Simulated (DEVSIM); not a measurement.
System: Schottky contact on n-type β-Ga2O3, at 300 K.

```tsv
layer (left to right)	material	thickness (μm)	Nd (cm⁻³)	τn (s)	τp (s)
1	β-Ga2O3	0.380	9.9e15	4.2e-10	4.2e-10
```

Left contact: Schottky, work function 5.07 eV, emission velocity 3.5e6 cm/s. Right contact: ohmic. Voltage is applied to the left contact. Recombination: SRH at mid-gap, radiative. Mobility is μmin + (μ − μmin)/(1 + (N/Nref)^α).

The device is made up for the run: typed textbook-type constants, with dimensions and the other settings drawn at random. Values at 300 K; Nc and Nv go as T^1.5, mobilities as T to minus their exponent, the gap by Varshni's rule with the affinity fixed.

```
parameter         β-Ga2O3
----------------  -------
gap (eV)              4.8
affinity (eV)           4
permittivity           10
Nc (cm⁻³)          3.7e18
Nv (cm⁻³)            5e20
μn (cm²/Vs)           160
μp (cm²/Vs)             1
μn,min                 20
μp,min                0.1
Nref,n               1e18
Nref,p               1e18
αn                    0.8
αp                    0.8
T exponent of μn      1.8
T exponent of μp      1.5
B (cm³/s)           1e-12
Varshni α (eV/K)   0.0004
Varshni β (K)         600
```

DEVSIM, 1D drift-diffusion, Boltzmann statistics, complete ionisation; no tunnelling, impact ionisation, image-force lowering or self-heating. Metal contacts follow the ideal Schottky-Mott rule: no Fermi-level pinning, no interface dipoles.

The temperature was swept, all else fixed.

```tsv
temperature (K)	largest field in the device at zero bias (V/cm)	dark forward voltage at 1 A/cm² (V)	dark forward voltage at 100 A/cm² (V)	potential step across the device at zero bias (V)
250	58000	0.775	0.893	0.948
300	56000	0.712	0.856	0.917
350	55000	0.648	0.821	0.884
400	54000	0.585	0.785	0.851
450	53000	0.521	0.749	0.817
500	51000	0.457	0.716	0.782
```

From the first row to the last the largest field in the device at zero bias goes from 58000 to 51000. From the first row to the last the dark forward voltage at 1 A/cm² goes from 0.775 to 0.457.
